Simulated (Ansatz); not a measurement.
```xyz
4
Lattice="3.5535 0.0000 0.0000 -1.7768 3.0774 0.0000 0.0000 0.0000 5.8175" Properties=species:S:1:pos:R:3 pbc="T T T"
Sn     1.7768     1.0258     0.0021
Sn     0.0000     2.0516     2.9109
C      1.7768     1.0258     3.6350
C      0.0000     2.0516     0.7263
```

The cell was generated from a structure type, relaxed within its symmetry, and need not be the phase found at ambient conditions. Spin-orbit coupling is not included.

**Question.** Give the diagonal Born effective charges atom by atom and the electronic dielectric tensor from linear response, Ansatz (an electronic-structure program), PBEsol functional, plane-wave PAW.

**Answer.** 
```
atom   Z*xx   Z*yy   Z*zz
----  -----  -----  -----
Sn1    2.78   2.78   3.02
Sn2    2.78   2.78   3.02
C3    -2.78  -2.78  -3.02
C4    -2.78  -2.78  -3.02
```

ε∞ diagonal: 9.7, 9.7, 10. The k mesh is 8×8×4. The program warned that the k mesh resolves the field response only roughly, so the permittivities and charges are not converged. Away from Γ the polar cell without biaxial strain shows no imaginary mode on a 2×2×2 mesh.

The PAW data sets were generated under PBE and serve the other functionals too.
